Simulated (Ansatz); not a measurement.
The structure below was relaxed with plane-wave PAW DFT at the r2SCAN level (Ansatz, a first-principles code, 500 eV), no spin-orbit coupling, earlier PAW set.

```yaml
crystal:
  lattice:
    - [3.50444, 0.00000, 0.00000]
    - [-1.75222, 3.03493, 0.00000]
    - [0.00000, 0.00000, 5.45157]
  atoms:
    - { symbol: Lu, position: [0.33333, 0.66667, 0.75000] }
    - { symbol: Lu, position: [0.66667, 0.33333, 0.25000] }
```

Q: Find the space group and the Wyckoff positions.

A: Space group P6₃/mmc (No. 194); a = 3.504 Å, b = 3.504 Å, c = 5.452 Å, α = 90.00°, β = 90.00°, γ = 120.00°

| atom | site | symmetry | x | y | z |
|---|---|---|---|---|---|
| Lu | 2d | -6m2 | 0.6667 | 0.3333 | 0.2500 |

Q: Describe the coordination.

A: The crystal has 2 atoms in its conventional cell. Lattice parameters: a = b = 3.5044 Å, c = 5.4516 Å, α = β = 90.00°, γ = 120.00°. Lu is coordinated by 12 Lu at 3.395–3.504 Å (anticuboctahedral). (Neighbours: up to the widest gap in distance over summed covalent radii, below 1.35, at either atom.)

Whether these cells are dynamically stable was not tested. The cell was made from Sc by this change: Sc → Lu.
